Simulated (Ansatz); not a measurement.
Cells marked so need not be the phases stable at ambient conditions, and some may be hypothetical.

 Where the default PAW files enter, the runs use the earlier of Ansatz's two default sets.

The gap is the functional's own, uncorrected, and κ follows it; spin-orbit coupling is left out. Mid-gap values are interpolated between the computed energies.

A. ReNCl$_{4}$ (I4, not sure to be the ambient phase, 6 atoms a cell, 23.2 Å³ an atom), along the normal of (110)
B. Na2H6PtO6 (P-3, not sure to be the ambient phase, 15 atoms a cell, 8.9 Å³ an atom, -2 GPa at this level), along the normal of (001)
C. VPO₅ (P4/n, not sure to be the ambient phase, 14 atoms a cell, 11.9 Å³ an atom, -4 GPa at this level), along the normal of (100)

**Question.** Rank these by mid-gap decay constant of the slowest evanescent state (lowest first), as r2SCAN run with Ansatz (a quantum-chemistry and plane-wave program) gives it.

**Answer.** A (0.25 1/Å), C (0.34 1/Å), B (0.47 1/Å)
